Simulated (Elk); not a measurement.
Band structure of KMgH3 (Pm-3m, 5 atoms in the cell).

```xyz
5
Lattice="3.9881 0.0000 0.0000 0.0000 3.9881 0.0000 0.0000 0.0000 3.9881" Properties=species:S:1:pos:R:3 pbc="T T T"
K      0.0000     0.0000     0.0000
Mg     1.9941     1.9941     1.9941
H      1.9941     0.0000     1.9941
H      0.0000     1.9941     1.9941
H      1.9941     1.9941     0.0000
```

Computed with LDA (PW92), all-electron FP-LAPW, Elk's shipped species files, APW+lo basis with extra local orbitals run with Elk 10.2.4.

Settings: rgkmax = 7.5; stype = 0; swidth = 0.0001 Ha; ngridk = 4 4 4; gmaxvr = 14 1/bohr; nxlo = 2; lorbcnd = true; rmtscf = 0.98; lmaxi = 2; maxscl = 100.

The starting cell comes from a database of computed structures (which also holds hypothetical and non-ambient phases and stackings), without a prior relaxation at this level. Values depend on the basis (sphere radii, cutoffs, local orbitals), which need not be converged.

Levels in eV from the Fermi level, bands 8 to 15:
```json
[
 {"point": "Γ", "8": "-12.38", "9": "-5.74", "10": "-0.53", "11": "-0.53", "12": "5.57", "13": "5.57", "14": "5.57", "15": "7.91"},
 {"point": "X", "8": "-12.36", "9": "-3.98", "10": "-2.94", "11": "-0.01", "12": "5.09", "13": "5.09", "14": "5.54", "15": "7.48"},
 {"point": "M", "8": "-12.33", "9": "-3.09", "10": "-2.02", "11": "-2.02", "12": "3.27", "13": "6.15", "14": "6.61", "15": "6.61"},
 {"point": "R", "8": "-12.54", "9": "-2.22", "10": "-2.22", "11": "-2.22", "12": "2.11", "13": "5.43", "14": "5.43", "15": "5.43"}
]
```
